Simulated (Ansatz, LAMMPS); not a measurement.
## Nb (model structure, started from the omega type, P6/mmm, No. 191, 3 atoms in the cell): properties by level of theory

| level (code) | lattice parameter a (Å) | lattice parameter c (Å) |
|---|---|---|
| UF3 Nb.uf3 (LAMMPS) | 4.869 | 2.731 |
| LDA (Ansatz) | ? | 2.624 |
| PBE (Ansatz) | 4.890 | ? |
| PBEsol (Ansatz) | ? | ? |
| r²SCAN (Ansatz) | ? | 2.664 |
| r²SCAN+rVV10 (Ansatz) | 4.871 | 2.658 |

### Question
Some entries are withheld; supply them.

### Answer

- LDA (Ansatz, a first-principles code), lattice parameter a (Å): 4.800
- PBE (Ansatz), lattice parameter c (Å): 2.677
- PBEsol (Ansatz), lattice parameter a (Å): 4.834
- PBEsol (Ansatz), lattice parameter c (Å): 2.646
- r²SCAN (Ansatz), lattice parameter a (Å): 4.886

Ansatz's density-functional and Hartree–Fock values are scalar-relativistic unless marked +SOC, with PAW data made under PBE.

The computed numbers hold no vibrational or temperature effects.

A model structure was made by putting elements into a prototype or built by hand; it is no filed structure, need not be a known phase, and can be a saddle point held by its symmetry.
